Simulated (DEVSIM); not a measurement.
Device: abrupt Si p-n junction, at 300 K.

```csv
layer (left to right),material,thickness (μm),Nd (cm⁻³),Na (cm⁻³),τn (s),τp (s)
1,Si,0.300,-,1.8e17,0.00087,0.00087
2,Si,0.620,1.6e14,-,0.00087,0.00087
```

Left contact: ohmic. Right contact: ohmic. Voltage is applied to the left contact. Recombination: SRH at mid-gap. Mobility is μmin + (μ − μmin)/(1 + (N/Nref)^α).

Constants are typed, rounded textbook-type inputs, not results; the design itself was drawn at random and stands for no fabricated device. Values at 300 K.

```tsv
parameter	Si
gap (eV)	1.124
affinity (eV)	4.05
permittivity	11.7
Nc (cm⁻³)	2.86e19
Nv (cm⁻³)	3.1e19
μn (cm²/Vs)	1417
μp (cm²/Vs)	470
μn,min	52
μp,min	45
Nref,n	9.7e16
Nref,p	2.2e17
αn	0.68
αp	0.72
```

Model (solved in DEVSIM): 1D drift-diffusion, Boltzmann statistics, complete ionisation; no tunnelling, impact ionisation, image-force lowering or self-heating.

The thickness of layer 2 was swept, all else fixed.

```tsv
thickness of layer 2 (μm)	largest field in the device at zero bias (V/cm)	dark forward voltage at 1 A/cm² (V)	dark forward voltage at 100 A/cm² (V)
0.12	51000	0.351	0.489
0.22	34000	0.369	0.517
0.37	27000	0.388	0.555
0.62	25000	0.411	0.603
1.1	24000	0.446	0.643
1.9	23000	0.479	0.675
3.1	23000	0.500	0.703
```

From the first row to the last the largest field in the device at zero bias goes from 51000 to 23000. From the first row to the last the dark forward voltage at 1 A/cm² goes from 0.351 to 0.500.
